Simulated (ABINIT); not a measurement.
Band structure of ZrZn (Pm-3m, 2 atoms in the cell).

```yaml
crystal:
  lattice:
    - [3.26049, 0.00000, 0.00000]
    - [0.00000, 3.26049, 0.00000]
    - [0.00000, 0.00000, 3.26049]
  atoms:
    - { symbol: Zr, position: [0.50000, 0.50000, 0.50000] }
    - { symbol: Zn, position: [0.00000, 0.00000, 0.00000] }
```

Level of theory: PBEsol, PAW (JTH v2.0 PBE PAW, files made for PBE) (plane waves; ABINIT).

Settings: pseudos = [Zr.GGA_PBE-JTH.xml, Zn.GGA_PBE-JTH.xml]; ecut = 30 Ha; pawecutdg = 60 Ha; pawxcdev = 0; ixc = -116133; occopt = 3; tsmear = 0.00367493 Ha; ngkpt = 7 7 7; nshiftk = 1; shiftk = 0 0 0; potentials = JTH v2.0 PBE PAW; kptopt = 1; nstep = 60.

The starting cell comes from a database of computed structures (which also holds hypothetical and non-ambient phases and stackings), without a prior relaxation at this level. Its lattice was rescaled by a random factor within 2.5 % of one. The potentials were made for another functional than the one used.

Levels in eV from the Fermi level, bands 9 to 16:
```json
[
 {"point": "Γ", "9": "-7.06", "10": "-7.06", "11": "-0.98", "12": "-0.98", "13": "3.72", "14": "3.72", "15": "3.72", "16": "5.72"},
 {"point": "X", "9": "-7.01", "10": "-4.30", "11": "-4.28", "12": "-0.73", "13": "0.68", "14": "0.68", "15": "3.77", "16": "5.50"},
 {"point": "M", "9": "-6.81", "10": "-4.57", "11": "-0.42", "12": "-0.26", "13": "-0.26", "14": "2.19", "15": "2.19", "16": "5.19"},
 {"point": "R", "9": "-6.81", "10": "-2.99", "11": "-2.99", "12": "-2.99", "13": "0.49", "14": "5.35", "15": "5.35", "16": "6.23"}
]
```

Bands cross the Fermi level along this path, so the cell is metallic at this level.
